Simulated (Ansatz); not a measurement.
1T (CdI2-type) MgI2

Method: PBE in Ansatz (plane waves, PAW).

Numerical settings: plane-wave cutoff 520 eV, 12×12×6 k mesh (along the axes of the cell as run), scalar-relativistic PAW data made under PBE.

Cell (relaxed at this level):

```
MgI2
1.0
    4.20635     0.00000     0.00000
   -2.10318     3.64281     0.00000
    0.00000     0.00000     7.81520
Mg I
1 2
Direct
  0.00000   0.00000   0.00000
  0.33333   0.66667   0.21410
  0.66667   0.33333   0.78590
```

```
Item                                         Value
----------------------------------------  --------
elastic constant C11                      36.8 GPa
elastic constant C12                      10.4 GPa
elastic constant C13                      0.55 GPa
elastic constant C33                      1.87 GPa
elastic constant C44                      0.28 GPa
elastic constant C66                      13.2 GPa
Voigt–Reuss–Hill bulk modulus             6.37 GPa
polycrystal shear modulus (Hill average)  3.82 GPa
Young modulus                              9.6 GPa
Poisson ratio                                0.250
```

Note: the cell comes from a level without a dispersion term, which matters for the spacing of layers, chains or molecules; the cell has widely spaced layers and the level no dispersion term, so their spacing and the moduli can rest on weak binding.

Elastic constants are with the ions relaxed.

Spin–orbit coupling is not included.

Static lattice: no zero-point or thermal effects.

The result took roughly 25 core-minutes.

Ansatz is a quantum-chemistry and plane-wave program.
